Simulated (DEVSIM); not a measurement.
Structure: abrupt Ge p-n junction, at 300 K.

Layer 1 from the left is Ge, thickness (μm) 16.0, Na (cm⁻³) 2.2e17, τn (s) 9.5e-6, τp (s) 9.5e-6. Layer 2 from the left is Ge, thickness (μm) 2.30, Nd (cm⁻³) 1.4e16, τn (s) 9.5e-6, τp (s) 9.5e-6.

Left contact: ohmic. Right contact: ohmic. Voltage is applied to the left contact. Recombination: SRH at mid-gap, Auger. Mobility is constant in doping.

This is a model device: material constants are rounded textbook-type values typed into the input, and sizes, dopings and lifetimes were drawn at random. Values at 300 K.

Ge: gap (eV) 0.664, affinity (eV) 4, permittivity 16, Nc (cm⁻³) 1.04e19, Nv (cm⁻³) 6e18, μn (cm²/Vs) 3900, μp (cm²/Vs) 1900, Cn (cm⁶/s) 1e-31, Cp (cm⁶/s) 1e-31.

Simulated with DEVSIM: 1D drift-diffusion, Boltzmann statistics, complete ionisation; no tunnelling, impact ionisation, image-force lowering or self-heating.

Dark forward current:

```tsv
|V| (V)	|J| (A/cm²)
0.05	0.007007
0.10	0.05504
0.15	0.3840
0.20	2.625
0.25	17.45
0.30	102.2
0.35	424.2
0.40	1153
0.45	2341
```

Work out the local ideality factor n = ΔV / (kT/q · ln(J2/J1)) between the rows 0.15 and 0.20 V, 0.40 and 0.45 V.

kT/q = 25.85 mV. From 0.15 to 0.20 V: ln(2.625/0.3840) = 1.922, n = 1.01, near the 1 of diffusion or emission over a barrier. From 0.40 to 0.45 V: ln(2341/1153) = 0.708, n = 2.73.

Estimate the current at 0.20 V from the Shockley equation with J0 = Σ q ni² D/(N L) coth(W/L), τ joining the SRH, radiative and Auger lifetimes that are on, and W taken as the whole layer.

ni² = 4.36e26 cm⁻⁶; electrons in the p layer: μ = 3900 cm²/Vs, D = 101 cm²/s, τ = 9.08e-6 s, L = 303 μm, W/L = 0.053, term 2.00e-5 A/cm²; holes in the n layer: μ = 1900 cm²/Vs, D = 49.1 cm²/s, τ = 9.50e-6 s, L = 216 μm, W/L = 0.011, term 0.00107 A/cm². J0 = 0.00109 A/cm², and J = J0 exp(qV/kT) = 2.49 A/cm². The simulation gives 2.62 A/cm²; the estimate lies 5.2 % below. The estimate leaves out recombination in the depletion region and that region's share of W.
